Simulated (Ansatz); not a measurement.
## Ta: energy against strain

Ta (bcc, Im-3m, 17.681 Å³/atom at rest, cube axes along x, y and z) under a strain ε along a cube axis (axis z), the other axes held. PBEsol in Ansatz, a plane-wave DFT program (PAW, default set), 420 eV, 28×28×28 Γ-centred mesh, Fermi-Dirac smearing 0.10 eV; ions are relaxed within the symmetry of each cell.

Here s stands for strain and y for E less E0.

```csv
strain (%),E less E0 (meV/atom)
-1.50,3.26
-1.00,1.35
-0.50,0.27
0.00,0.00
0.50,0.51
1.00,1.77
1.50,3.76
3.00,?
```

**Question.** Using a parabola, estimate the missing y at s = 3.00 from the other rows, showing the fit.

**Answer.** Least squares gives y = 0.000 + 0.1843·s + 1.5600·s². Residuals (row less fit): 0.026, -0.026, -0.028, 0.000, 0.028, 0.026, -0.026; standard error 0.033 (degrees of freedom: 4). Twice the quadratic coefficient over the volume, 2 × 1.5600 meV × 10⁴ × 0.1602 / 17.681 Å³, is the elastic constant C11 = 283 ± 3 GPa. At the withheld row, y = 0.000 + 0.1843 × 3.0 + 1.5600 × 3.0² = 14.593 meV/atom. The calculation gives 13.93 meV/atom, 0.663 meV/atom below the prediction (4.8 % of the range of y in the table). The row lies outside the fitted rows, so this is an extrapolation. From the scatter of the fitted rows alone, a prediction at this place has a standard error of 0.125 meV/atom, so the miss is 5.3 times that.

One order more, fitted to all 13 runs of the series, follows each within 0.01, so the miss is the next term of a smooth law. In a metal these values are sensitive to mesh and smearing; energies are taken to zero smearing, stresses follow the free energy. Rows are the converged runs of the series near zero and its far end; series whose fitted rows scatter by over a few per cent of the range, as at a crossing or softening among them, aren't shown in this form. Most that stay on the fit to the last digits aren't either.
